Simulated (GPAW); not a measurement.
Band structure of SrGe2Ir2 (I4/mmm, 5 atoms in the cell).

```
Sr(GeIr)2
1.0
   -2.10214     2.10214     5.40077
    2.10214    -2.10214     5.40077
    2.10214     2.10214    -5.40077
Sr Ge Ir
1 2 2
Direct
  0.00000   0.00000   0.00000
  0.36871   0.36871   0.00000
  0.63129   0.63129   0.00000
  0.25000   0.75000   0.50000
  0.75000   0.25000   0.50000
```

Method of the run: PBEsol, GPAW PAW datasets PBEsol (made by gpaw-setup) (plane waves; GPAW 25.7.0).

Settings: mode = pw; ecut = 550 eV; xc = PBEsol; kpts = 7 7 7; mesh shift (steps) = 0 0 0; occupations.name = methfessel-paxton; occupations.width = 0.136 eV; occupations.order = 0; nbands = -9; symmetry.symmorphic = false; symmetry.tolerance = 0.0005; maxiter = 150; bandpath_npoints = 40.

The starting cell comes from a database of computed structures (which also holds hypothetical and non-ambient phases and stackings), without a prior relaxation at this level. Spin-orbit coupling is off. Spin polarisation is off.

Levels in eV from the Fermi level, bands 21 to 28:
| point | 21 | 22 | 23 | 24 | 25 | 26 | 27 | 28 |
|---|---|---|---|---|---|---|---|---|
| Γ | -1.56 | -0.93 | -0.57 | -0.57 | 0.42 | 0.75 | 3.05 | 3.05 |
| X | -2.75 | -1.42 | -1.40 | -1.08 | -0.96 | 0.79 | 0.92 | 1.85 |
| Y | -2.84 | -1.83 | -1.45 | -0.86 | -0.39 | 0.78 | 0.80 | 2.12 |
| S | -2.50 | -2.39 | -2.22 | 0.42 | 0.58 | 1.12 | 3.27 | 3.42 |
| Z | -0.92 | -0.27 | -0.27 | 0.42 | 0.55 | 1.73 | 2.20 | 4.25 |
| S1 | -2.50 | -2.39 | -2.22 | 0.42 | 0.58 | 1.12 | 3.27 | 3.42 |
| N | -2.60 | -2.56 | -1.91 | -0.91 | 1.07 | 2.00 | 2.17 | 3.57 |
| P | -2.63 | -1.42 | -1.41 | -1.04 | -1.04 | 0.87 | 0.87 | 1.78 |
| Y1 | -2.84 | -1.83 | -1.45 | -0.86 | -0.39 | 0.78 | 0.80 | 2.12 |

Bands cross the Fermi level along this path, so the cell is metallic at this level.
